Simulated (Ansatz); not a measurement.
Formation energy of the bound charge states of H on the O site (H_O) in monoclinic HfO2 (start: the O(2,4-fold) site; 96-site cell, 2×2×2 shifted sampling) against the Fermi level, O-rich (Δμ(O) = 0.00 eV, Δμ(H) = -1.25 eV, bounded by H2O molecule; only phases computed here count, gases as isolated molecules at 0 K). All values below come from PBE, PAW (plane waves to 420 eV; Ansatz, an electronic-structure program).

Details: 96-site cell; 2×2×2 shifted k-points; host gap 4.04 eV; charged states image-corrected; no spin–orbit coupling; energies good to tenths of an eV; flagged in the runs: a host whose relaxation on this sampling wasn't shown to rest, a strain field that reaches the edge of the cell.

```csv
E_F − E_VBM (eV),q = +1,q = 0,q = −1
0.00,3.57,7.32,11.25
0.50,4.07,7.32,10.74
1.01,4.58,7.32,10.24
1.51,5.08,7.32,9.73
2.02,5.58,7.32,9.23
2.52,6.09,7.32,8.72
3.03,6.59,7.32,8.22
3.53,7.10,7.32,7.71
4.04,7.60,7.32,7.21
```

Crossings of the lowest lines: (+1/0) at 3.75 eV; (0/−1) at 3.93 eV.
